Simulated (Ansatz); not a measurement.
rock-salt MgO: the defect Mn on the Mg site

Calculation: PBE, PAW (plane waves to 420 eV; Ansatz, a first-principles code). A 2×2×2 supercell of 64 sites was used; the energies come from a 2×2×2 shifted sampling of its zone. Site at the start: the Mg site. Charged cells carry a point-charge image correction with potential alignment at far atoms. Dielectric constants: PBE linear response of the host. Host gap at this level: 4.46 eV. These values are not converged in cell size to better than tenths of an eV. The semilocal functional narrows the gap, so deep levels can fall outside it. Spin–orbit coupling is left out, and no Hubbard U is applied to the open shells. Each state is the lowest found from its start.

| charge | moment (μB) | point group | largest move off a lattice site (Å) | image correction with alignment (eV) | above the lowest spin state (eV) |
|---|---|---|---|---|---|
| +1 | 4.0 | D4h | 0.17 | 0.34 | 0.00 |
| +1† | not spin-polarised | – | 0.10 | 0.31 | 1.48 |
| 0 | 5.0 | Oh | 0.05 | 0.00 | 0.00 |
| 0 | 5.0 | Oh | 0.05 | 0.00 | 0.00 |
| −1† | fractional | – | 0.11 | 0.01 | 0.00 |
| −1† | not spin-polarised | – | 0.08 | 0.07 | 0.75 |

† Not settled in this cell, so no level is given: charge −1: fractional moment, a level filled in part, carriers not clearly localised, level within 0.1 eV of a band edge or past it.

Point groups are those of the whole cell at tolerances of 0.03 and 0.1 Å ("near" where only the looser one holds); none is given for unsettled states.

Starting moments that weren't kept: charge 0 began with 1 μB and ended with 5.0; charge −1 began with 4 μB and ended with 4.9.

Transition levels above the valence-band maximum: ε(+1/0) = 2.08 eV. With a charge missing or unsettled, these needn't be thermodynamic levels.

All states together cost about 2.7 core-hours (a rough figure).
